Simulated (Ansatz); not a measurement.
L1₀ (CuAu-type) TiAl, treated with B3LYP (VWN-RPA form) (plane waves, PAW; Ansatz, a quantum-chemistry and plane-wave program).

Numerical settings: plane-wave cutoff 460 eV, 10×10×8 k mesh (along the axes of the cell as run), Fermi–Dirac smearing 0.05 eV, no spin polarisation, scalar-relativistic PAW data made under PBE.

Computed at the level's own relaxed cell.

What does this level give for the lattice parameter a (two-atom tetragonal cell) and lattice parameter c (two-atom tetragonal cell)?


lattice parameter a (two-atom tetragonal cell): 2.815 Å
lattice parameter c (two-atom tetragonal cell): 4.116 Å

Measured, for comparison: lattice constant a 2.826 Å (temperature not stated, no zero-point or thermal correction, P4/mmm two-atom cell, a_fct/√2; as tabulated in Zope and Mishin (2003), arXiv:cond-mat/0306298); lattice parameter c 4.077 Å (temperature not stated, no zero-point or thermal correction; as tabulated in Zope and Mishin (2003), arXiv:cond-mat/0306298). Computed (rounded) less measured: lattice constant a -0.4 %, lattice parameter c +1.0 %. A static lattice is as a rule a little smaller and stiffer than an uncorrected measurement, which narrows the difference in the lattice constant a and would widen misses of the other sign.

Note: the run has no spin polarisation, so it can have missed a magnetic state.

The result took very roughly 17 core-minutes.
